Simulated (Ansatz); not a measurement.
The reference is CdS in the wurtzite structure (space group P6_3mc, No. 186; a = 4.0741 Å, c = 6.6367 Å). Axes: x lies along a and z along c of the hexagonal cell.

Method: LDA (Ansatz, a first-principles code), without spin-orbit coupling.

Before the change:

The electron mass is 0.11 mₑ along c, 0.11 mₑ across (at Γ).

Modification: the cell is stretched by 1.80 % along x with no lateral relaxation, atoms relaxed at fixed cell.

Question: Estimate the effect on the electron mass, energy relative to the base, stress and largest internal atomic displacement.

Answer: The electron mass goes from 0.11 mₑ along c, 0.11 mₑ across (at Γ) to 0.11 mₑ along x, 0.11 mₑ along y, 0.11 mₑ along z (at Γ); the energy rises by 2.2 meV/atom; the stress (xx, yy, zz, yz, xz, xy; compression positive) amounts to (-1.66, -1.01, -0.85, 0.00, 0.00, 0.00) GPa; the largest internal atomic displacement is 0.019 Å.

The levels and masses belong to the bands next to the band gap. The cells carry an imposed strain or load. Masses are band curvatures over ±0.01 Å⁻¹ around the edge. Whether these cells are dynamically stable was not tested.
